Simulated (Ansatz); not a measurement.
# Response to strain in hypothetical P4_2/mnm GaAs

The parent structure is GaAs (space group P4_2/mnm, No. 136; a = 7.025 Å, c = 4.062 Å; a hypothetical phase, not in the database extracts checked). Axes: x, y, z lie along a, b, c of the conventional cell.

Strains are applied to the cell and any free atomic positions relax; under biaxial strain the out-of-plane vector relaxes too; under stress the whole cell relaxes.

Levels (all Ansatz, a quantum-chemistry and plane-wave program, PAW): PBE (420 eV, without spin-orbit coupling); PBEsol (420 eV, scalar-relativistic without spin-orbit coupling).

The base cell above is that of PBE; each level relaxes its own structures.

| case | volume per atom, PBE | volume per atom, PBEsol |
|---|---|---|
| biaxial strain −0.59 %, plane normal [001], relaxed out of plane | 24.84 Å³ | 23.74 Å³ |
| biaxial strain −0.30 %, plane normal [001], relaxed out of plane | 24.94 Å³ | 23.84 Å³ |
| biaxial strain −0.28 %, plane normal [001], relaxed out of plane | 24.95 Å³ | 23.84 Å³ |
| uniaxial stress, 3 GPa tension along x | 25.51 Å³ | 24.23 Å³ |

PBE lies above PBEsol in every row, by 1.10 Å³ to 1.28 Å³. Near ties aside, they put the cases in the same order.

Stability under load was not tested beyond the relaxation.
